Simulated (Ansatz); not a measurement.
A computed series for GaSe: pressure series

Base system: GaSe in the beta-GaS type structure (space group P6_3/mmc, No. 194; a = 3.769 Å, c = 15.964 Å; layered, stacked along the Cartesian z axis).

Cell and atoms are relaxed at each pressure.

All numbers come from PBE-D3(BJ) in Ansatz (plane waves to 420 eV, PAW, no SOC), earlier PAW set.

Computed cases, in order: pressure −1 GPa; 0 GPa (base); pressure 1.8 GPa; pressure 4.2 GPa; pressure 18 GPa; pressure 30 GPa; pressure 45 GPa; pressure 60 GPa.

Question: Between which two neighbouring cases does the band gap open or close?

Answer: Between pressure 4.2 GPa (0.74 eV) and pressure 18 GPa (zero). The whole series: pressure −1 GPa: 0.96 eV; 0 GPa (base): 0.87 eV; pressure 1.8 GPa: 0.84 eV; pressure 4.2 GPa: 0.74 eV; pressure 18 GPa: zero; pressure 30 GPa: zero; pressure 45 GPa: zero; pressure 60 GPa: zero.

The mesh was chosen for an insulator and is coarse for the gapless case. Load acts through the strain it causes; cell and atoms are relaxed under it. No phonon test of stability was made. Competing high-pressure phases were not computed. All final runs are without spin polarisation. The zero or small gap of GaSe under pressure 18 GPa and GaSe under pressure 30 GPa can change with the level of theory.

Ansatz is a quantum-chemistry and plane-wave program.
